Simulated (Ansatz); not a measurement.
# SnSe (model structure, started from the PtS type, P4₂/mmc, No. 131, 4 atoms in the cell): properties by level of theory

| level (code) | equilibrium lattice constant a (Å) | c axis length (Å) | enthalpy of formation (eV/atom) |
|---|---|---|---|
| PBE (Ansatz) | 3.940 | 8.214 | [?] |
| PBEsol (Ansatz) | 3.777 | 8.188 | -0.097 |
| PBE-D3(BJ) (Ansatz) | [?] | 8.257 | -0.095 |

Problem. What belongs in the gaps?

Solution. 
- PBE (Ansatz, an electronic-structure program), enthalpy of formation (eV/atom): -0.138
- PBE-D3(BJ) (Ansatz), equilibrium lattice constant a (Å): 3.782

Ansatz's density-functional and Hartree–Fock values are scalar-relativistic unless marked +SOC, with PAW data made under PBE.

Static lattice: no zero-point or thermal effects.

A model structure was made by putting elements into a prototype or built by hand; it is no filed structure, need not be a known phase, and can be a saddle point held by its symmetry.
